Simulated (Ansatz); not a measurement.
**Defect calculation: Sn on the C site in diamond**

Calculation: PBE, PAW (plane waves to 420 eV; Ansatz, a quantum-chemistry and plane-wave program). Cell: 64 sites, 2×2×2 repeats of a cell of 8 atoms; final energies on a 2×2×2 shifted mesh. Site at the start: the C site. Energies of charged states are corrected for periodic images (point charge plus alignment at distant sites). Dielectric constants: PBE linear response of the host. Host gap at this level: 4.13 eV. Finite-size and sampling errors can reach tenths of an eV here. Levels are measured in PBE's own, too narrow, gap. Spin–orbit coupling is left out, which matters for these heavy elements. Each state is the lowest found from its start.

Formation energies E_f are given with the Fermi level at the valence-band maximum. Chemical conditions: host crystal and elements as references (Δμ(C) = 0.14 eV, Δμ(Sn) = 0.00 eV; Sn taken from its element, since no compound that bounds it was computed at this level; only phases computed here count, gases as isolated molecules at 0 K). Reference phases: C: graphite, Sn: beta tin.

Charges with a result: +1, 0, −1. Others weren't obtained, and one of them could lie lower, also by skipping a charge.

| charge | moment (μB) | point group | largest move off a lattice site (Å) | image correction with alignment (eV) | E_f, host crystal and elements as references (eV) |
|---|---|---|---|---|---|
| +1* | 1.0 | – | 0.36 | – | – |
| 0 | not spin-polarised | Td | 0.34 | 0.00 | 13.88 |
| −1* | 1.0 | – | 0.34 | – | – |

* At this level the carrier isn't localised at the defect: at charge +1 holes occupy the valence band; at charge −1 electrons occupy the conduction band. Such a state is shallow or no state of the defect, and this cell gives it no level.

Point groups are those of the whole cell at tolerances of 0.03 and 0.1 Å ("near" where only the looser one holds); none is given for unsettled states.

Flagged in the runs: a doubtful potential alignment.

All states together cost about 24 core-minutes (a rough figure).
